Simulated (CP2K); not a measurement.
Band structure of RbBr (Fm-3m, 2 atoms in the cell).

```xyz
2
Lattice="4.8410 0.0000 0.0000 2.4205 4.1924 0.0000 2.4205 1.3975 3.9527" Properties=species:S:1:pos:R:3 pbc="T T T"
Rb     0.0000     0.0000     0.0000
Br     4.8410     2.7950     1.9763
```

Computed with PBE, GPW, DZVP-MOLOPT-SR-GTH basis, GTH-PBE potentials (GTH_POTENTIALS) in CP2K 2026.2.

Settings: CUTOFF = 500 Ry; REL_CUTOFF = 60 Ry; SMEAR/METHOD = FERMI_DIRAC; ELECTRONIC_TEMPERATURE = 580.23 K; KPOINTS/SCHEME = MONKHORST-PACK 7 7 7; XC_FUNCTIONAL = PBE; Rb/BASIS_SET = DZVP-MOLOPT-SR-GTH; Rb/POTENTIAL = GTH-PBE-q9; Br/BASIS_SET = DZVP-MOLOPT-SR-GTH; Br/POTENTIAL = GTH-PBE-q7; METHOD = GPW; EPS_DEFAULT = 1e-10; EXTRAPOLATION = USE_GUESS; NGRIDS = 5.

The starting cell comes from a database of computed structures (which also holds hypothetical and non-ambient phases and stackings), without a prior relaxation at this level. Its lattice was rescaled by a random factor within 2.5 % of one. Values carry the incompleteness of an atom-centred basis.

Predict the gap along the standard path and the places of the band edges.

The gap along the path is 4.40 eV, direct at Γ to within 0.01 eV.

Levels in eV from the top of the valence band on the SCF mesh, bands 5 to 9:
```tsv
point	5	6	7	8	9
Γ	-8.58	0.00	0.00	0.00	4.40
X	-8.65	-0.49	-0.16	-0.16	5.79
W	-8.56	-0.50	-0.36	-0.36	7.31
K	-8.61	-0.50	-0.42	-0.27	6.58
L	-8.52	-0.99	-0.36	-0.36	7.59
U	-8.61	-0.50	-0.42	-0.27	6.58
```

Higher empty bands are left out: an atom-centred basis made for the valence describes them poorly.
